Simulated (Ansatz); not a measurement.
# C: element substitutions

Base system: C in the diamond structure (space group Fd-3m, No. 227; a = 3.5537 Å).

Each row replaces one element on all its sites; cell and atoms are relaxed.

Levels (all Ansatz, a quantum-chemistry and plane-wave program, PAW, earlier PAW set): PBEsol (420 eV, no spin-orbit coupling); r2SCAN (500 eV, no SOC); PBEsol+SOC (420 eV, spin-orbit coupling included).

Band gaps by level, all at the geometries relaxed with PBEsol:

```tsv
case	PBEsol	r2SCAN	PBEsol+SOC
base	4.04 eV	4.38 eV	4.03 eV
C → Au	zero	zero	zero
C → Be	zero	zero	zero
C → Pd	zero	zero	zero
```

Single points use the geometry relaxed with PBEsol. The spin-orbit shifts are approximate. Whether these cells are dynamically stable was not tested. As relaxed here, Au, Be and Pd are hypothetical phases, not in the database extracts checked. The runs without spin-orbit coupling are not spin-polarised. Pd lies near a magnetic instability that expansion can trigger; it was not tested. Pd has a high density of states at the Fermi level and may be magnetic at this level.
